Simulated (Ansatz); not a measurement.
Ansatz (a quantum-chemistry and plane-wave program) run on Sb (Im-3m, 1 atom in the cell): self-consistent single point.

Level of theory: LDA (PW92), harder PAW files (source: ansatz) made with PBE (plane waves; Ansatz).

```yaml
crystal:
  lattice:
    - [-1.86198, 1.86198, 1.86198]
    - [1.86198, -1.86198, 1.86198]
    - [1.86198, 1.86198, -1.86198]
  atoms:
    - { symbol: Sb, position: [0.00000, 0.00000, 0.00000] }
```

Reference input (self-consistent single point, DFT, LDA (PW92), plane waves, default PAW files made with PBE): basis.ecutwfc = 420 eV; kpoints.mp_grid.grid = 12 12 12; hamiltonian.xc = lda; hamiltonian.pseudopotentials = {kind: paw} (the program's default PAW files); scf.occupations.method = gaussian; scf.occupations.width = 0.1 eV. This run's input differs from it in these lines:

Ansatz 0.2 input:
```diff
@@ -8,3 +8,3 @@
 basis:
-  ecutwfc: 420.0
+  ecutwfc: 390.0
 kpoints:
@@ -16,2 +16,3 @@
     kind: paw
+    source: ansatz
 scf:
```

The program printed (abridged):

```
SCF iter   1: F=—  HF=-9109.532170 eV  |F-HF|=—  |Δ(HF+E_count)|=         —  Δρ=1.11e-2  dr2=2.78e-2  ethr=3.10e-3  ⟨swp⟩=5.0  Hψ=5480  notcnv=0
all-band conjugate gradients solve this SCF's bands
preconditioner: auto → Kerker (q_TF=auto, 2.636 Å⁻¹)
SCF iter   2: F=—  HF=-9109.522990 eV  |F-HF|=—  |Δ(HF+E_count)|=   9.18e-3  Δρ=5.78e-3  dr2=8.50e-3  ethr=1.33e-4  ⟨swp⟩=3.0  Hψ=2449  notcnv=0  defer=14
SCF iter   3: F=—  HF=-9109.520418 eV  |F-HF|=—  |Δ(HF+E_count)|=   2.57e-3  Δρ=1.97e-3  dr2=1.06e-3  ethr=4.05e-5  ⟨swp⟩=2.0  Hψ=1512  notcnv=0  defer=14
SCF iter   4: F=—  HF=-9109.520065 eV  |F-HF|=—  |Δ(HF+E_count)|=   3.53e-4  Δρ=1.71e-4  dr2=4.13e-6  ethr=5.03e-6  ⟨swp⟩=2.6  Hψ=1449  notcnv=0  defer=14
SCF iter   5: F=—  HF=-9109.520063 eV  |F-HF|=—  |Δ(HF+E_count)|=   1.99e-6  Δρ=2.57e-5  dr2=1.75e-7  ethr=1.97e-8  ⟨swp⟩=2.2  Hψ=1330  notcnv=0  defer=14
SCF iter   6: F=-9109.520063 eV  HF=-9109.520063 eV  |F-HF|=2.37e-9  |Δ(HF+E_count)|=   1.67e-8  Δρ=6.94e-6  dr2=1.16e-8  ethr=4.76e-10  ⟨swp⟩=6.1  Hψ=4428  notcnv=0
SCF 1 converged in 6 iterations: F = -9109.520063 eV  dr2 = 1.16e-8
Free energy (F): -9109.520063 eV
Internal energy: -9109.516289 eV  (E = F + TS)
E sigma→0 (E₀):  -9109.518176 eV
Entropy (-TS):   -0.003774 eV (-3.774 meV/atom)
Fermi energy:    14.004061 eV
--- Forces (eV/Å), atoms counted from 1 ---
  atom   1  Sb    -0.00000000    -0.00000000    -0.00000000
--- Stress (GPa, compression-positive) ---
       -0.757546       0.000000      -0.000000
       -0.000000      -0.757546       0.000000
        0.000000       0.000000      -0.757546
  P = ⅓ Tr σ = -0.7575 GPa (-7.575 kbar)
  The stress holds the Pulay correction. Without it, at fixed plane waves, as pw.x and ABINIT print it: P = -2.5107 GPa
```

The run converged in 6 iterations. Against the reference run the pressure moves little (-0.78 to -0.76 GPa).

The starting cell comes from a database of computed structures (which also holds hypothetical and non-ambient phases and stackings), without a prior relaxation at this level. Its lattice was rescaled by up to half a per cent. Ansatz's pressure includes its estimate of the finite-basis (Pulay) stress. Without the estimate this run gives -2.51 GPa. The cutoff lies below the one recommended for these files.
